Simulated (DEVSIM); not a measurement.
System: Schottky contact on n-type β-Ga2O3, at 250 K.

Layer 1 from the left is β-Ga2O3, thickness (μm) 1.00, Nd (cm⁻³) 2.7e15, τn (s) 6.3e-9, τp (s) 6.3e-9.

Left contact: Schottky, work function 5.47 eV, emission velocity 8.3e6 cm/s. Right contact: ohmic. Voltage is applied to the left contact. Recombination: SRH at mid-gap, Auger. Mobility is constant in doping.

This is a model device: material constants are rounded textbook-type values typed into the input, and sizes, dopings and lifetimes were drawn at random. Values at 300 K; Nc and Nv go as T^1.5, mobilities as T to minus their exponent, the gap by Varshni's rule with the affinity fixed.

β-Ga2O3: gap (eV) 4.8, affinity (eV) 4, permittivity 10, Nc (cm⁻³) 3.7e18, Nv (cm⁻³) 5e20, μn (cm²/Vs) 160, μp (cm²/Vs) 1, T exponent of μn 1.8, T exponent of μp 1.5, Cn (cm⁶/s) 1e-31, Cp (cm⁶/s) 1e-31, Varshni α (eV/K) 0.0004, Varshni β (K) 600.

Simulated with DEVSIM: 1D drift-diffusion, Boltzmann statistics, complete ionisation; no tunnelling, impact ionisation, image-force lowering or self-heating. Metal contacts follow the ideal Schottky-Mott rule: no Fermi-level pinning, no interface dipoles.

Dark forward current:

```csv
|V| (V),|J| (A/cm²)
0.55,4.428e-13
0.60,4.417e-12
0.65,4.396e-11
0.70,4.366e-10
0.75,4.324e-9
0.80,4.268e-8
0.85,4.195e-7
0.90,4.101e-6
0.95,3.982e-5
1.00,0.0003829
1.05,0.003631
1.10,0.03366
1.15,0.2977
1.20,2.289
1.25,11.81
1.30,34.30
1.35,66.79
1.40,105.0
1.45,146.3
1.50,189.7
1.55,234.3
1.60,279.8
1.65,325.9
1.70,372.4
1.75,419.3
1.80,466.4
```

Work out the local ideality factor n = ΔV / (kT/q · ln(J2/J1)) between the rows 0.55 and 0.60 V, 1.75 and 1.80 V.

kT/q = 21.54 mV. From 0.55 to 0.60 V: ln(4.417e-12/4.428e-13) = 2.300, n = 1.01, near the 1 of diffusion or emission over a barrier. From 1.75 to 1.80 V: ln(466.4/419.3) = 0.106, n = 21.80; the layers' resistance at their doping, Σ W/(qμN) = 0.0010 Ω cm², would take 49 mV of this step of 50 mV.

Estimate the current at 0.80 V for emission alone, J0 = q v N_band exp(−φB/kT), and read the barrier back from the simulated current.

φB = 1.470 eV, N_band = 2.81e18 cm⁻³, J0 = 8.60e-24 A/cm²; J = J0 (exp(qV/kT) − 1) = 1.16e-7 A/cm². The simulation gives 4.27e-8 A/cm²; the estimate lies 170 % above. Read backwards, the simulated current gives an apparent barrier of 1.492 eV. The estimate leaves out transport through the depletion region and minority injection.
